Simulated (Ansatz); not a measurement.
Data:

```
CELL_PARAMETERS angstrom
      0.00000     3.64068     3.64068
      3.64068     0.00000     3.64068
      3.64068     3.64068     0.00000
ATOMIC_POSITIONS crystal
  Rb 0.00000 0.00000 0.00000
  Br 0.50000 0.50000 0.50000
```

No spin polarisation.

The values are results of Kohn–Sham DFT with the PBE functional, run in Ansatz (an electronic-structure program) with PAW and 420 eV plane waves, no spin-orbit coupling, not measurements. k-mesh 8×8×8 (Γ-centred); smearing 0.05 eV (Fermi–Dirac).

Question: Estimate the band gap.

Answer: 3.94 eV.

Question: Predict the electron mass.

Answer: 0.41 mₑ (at Γ).

Load acts through the strain it causes; cell and atoms are relaxed under it. Effective masses come from finite differences of ±0.01 Å⁻¹. Whether these cells are dynamically stable was not tested. The cell was made from RbBr in the rock salt structure (space group Fm-3m, No. 225) by this change: pressure −1 GPa.
